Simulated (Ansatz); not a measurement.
## Al under a change: tensor shear ε_xy = +1.14 %

The reference is Al in the fcc (Cu type) structure (space group Fm-3m, No. 225; a = 3.9839 Å; relaxed with 0.1 eV smearing). Axes: x, y, z lie along the cube axes.

Perturbation: tensor shear ε_xy = +1.14 % (engineering shear γ = 0.0228), atoms relaxed at fixed cell.

Computed with Ansatz (a quantum-chemistry and plane-wave program), LDA, PAW, cutoff 420 eV, no spin-orbit coupling. Settings: 28×28×28 k-points, 0.1 eV Fermi–Dirac smearing.

```tsv
quantity	base	changed	shift
volume per atom	15.81 Å³	15.81 Å³	0.00 Å³
space group	Fm-3m (No. 225)	Immm (No. 71)	–
shortest interatomic distance	5.323 bohr	5.263 bohr	-0.0607 bohr
energy relative to the base (free energy F)	0 meV/atom	+0.8 meV/atom	+0.8 meV/atom
pressure (mean of the normal stresses, compression positive)	0.0 GPa	0.1 GPa	+0.1 GPa
band gap	zero	zero	–
stress (xx, yy, zz, yz, xz, xy; compression positive)	–	(0.0, 0.0, 0.1, 0.0, 0.0, -0.7) GPa	–
```

The cells carry an imposed strain or load. Stability against distortions was not tested.
